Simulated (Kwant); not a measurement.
System: wire with a row of barriers in a In0.53Ga0.47As two-dimensional gas. Effective mass 0.041 mₑ, grid spacing 2.7 nm, hard walls, nominal width 80 nm (29 grid rows, so walls 81 nm apart), one parabolic valley, scattering region 270 nm long along x; energies count from the band bottom; Fermi energy swept from 0.0011464 to 0.013614 eV. 2 barrier(s) across the wire, height 0.086 eV, thickness 8.1 nm (about 3 grid columns), spaced by 43.2 nm.

The device is made up for the run: typed textbook-type constants, with dimensions and the other settings drawn at random.

Computed with Kwant: effective-mass tight-binding model on a square grid, one spin, coherent transport at 0 K. Conductance is in e²/h.

Q: How many channels do the leads carry at E = 4.60, 7.42, 8.36 meV?

A: The hard-wall thresholds are n² ħ²π²/(2mW²) = n² × 1.40 meV with W = 81 nm. √(4.60/1.40) = 1.81, so 1. √(7.42/1.40) = 2.30, so 2. √(8.36/1.40) = 2.45, so 2.
